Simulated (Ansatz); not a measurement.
Input:

```yaml
crystal:
  lattice:
    - [0.00000, 2.45497, 2.53430]
    - [2.45497, 0.00000, 2.53430]
    - [2.45497, 2.45497, 0.00000]
  atoms:
    - { symbol: Ge, position: [0.00000, 0.00000, 0.00000] }
    - { symbol: Cr, position: [0.50000, 0.50000, 0.50000] }
```

Spin-polarised, with starting moments of sign Ge0 Cr+.

The values are results of PBEsol/PAW in Ansatz (a quantum-chemistry and plane-wave program), no spin-orbit coupling, not measurements. k-mesh 20×20×20 (Γ-centred); smearing 0.1 eV (Fermi–Dirac).

Task: Estimate the band gap.

Result: Zero.

Task: Predict the largest site moment.

Result: 2.07 μB.

Task: What is the computed space group?

Result: I4/mmm (No. 139).

The magnetic state is the one reached from the starting moments; the real material's order can differ, and small cells can't hold many antiferromagnetic ones. Load acts through the strain it causes; cell and atoms are relaxed under it. Stability under load was not tested beyond the relaxation. The cell was made from CrGe in the rock salt structure (space group Fm-3m, No. 225; ferromagnetic; a hypothetical phase, not in the database extracts checked) by this change: uniaxial stress, 5 GPa tension along z.
